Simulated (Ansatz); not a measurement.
The starting structures come from a database of crystals and need not be the phases stable at ambient conditions.

 Where the default PAW files enter, the runs use the earlier of Ansatz's two default sets.

The decay constant κ of evanescent states in the gap governs leakage through a thin film.

Consider the following.

```xyz
6
Lattice="3.7957 0.0000 0.0000 1.8979 6.3913 0.0000 1.8979 0.5636 3.2385" Properties=species:S:1:pos:R:3 pbc="T T T"
Y      5.6936     5.3730     2.4016
Y      1.8979     1.5818     0.8369
O      3.7957     1.2225     2.0117
O      3.7957     5.7324     1.2269
F      1.8979     3.9622     0.4227
F      5.6936     2.9926     2.8158
```

Space group of this cell: R-3m. The cell is taken as given; by PBEsol its mean pressure is -2.4 GPa.

Transport runs along the normal of the first two printed cell vectors, the (101) plane of the conventional cell.

The gap is the functional's own. No spin-orbit coupling. Mid-gap values are interpolated on the energy grid.

**Question.** Give the band gap and the smallest decay constant κ at mid-gap that PBEsol (Ansatz, a quantum-chemistry and plane-wave program) yields.

**Answer.** Gap 4.99 eV on a 10×10×10 mesh; κ = 0.429 1/Å, at the zone centre.
